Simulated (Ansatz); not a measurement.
The parent structure is CaSnSe3 in the cubic perovskite structure (space group Pm-3m, No. 221; a = 5.2890 Å; a hypothetical phase, not in the database extracts checked).

(Cell as relaxed with PBE.)

Levels (all Ansatz, a quantum-chemistry and plane-wave program, PAW): PBE (420 eV, no SOC); PBEsol (420 eV, no SOC).

Each level relaxes its own structure.

```tsv
base	PBE	PBEsol
volume per atom	29.59 Å³	28.31 Å³
lattice parameter a	5.289 Å	5.212 Å
band gap	zero	zero
```

It is then changed as follows: a hydrostatic pressure of 10 GPa.

| quantity | PBE | PBEsol |
|---|---|---|
| shortest interatomic distance | 2.512 Å | (withheld) |
| band gap | zero | (withheld) |

Problem. Given the PBE results, estimate those of PBEsol.

Solution. 
- shortest interatomic distance, PBEsol: 2.486 Å
- band gap, PBEsol: zero

PBE's shortest interatomic distance lies 0.026 Å above PBEsol's (1.0 %); the two agree on the band gap. Neither level is exact; PBEsol is the comparison here, not a measurement.

Load acts through the strain it causes; cell and atoms are relaxed under it. Stability against distortions was not tested. No other phases were tried under pressure. The final runs are not spin-polarised. Many cubic perovskites are stable only at high temperature; tilts and polar distortions were not tested.
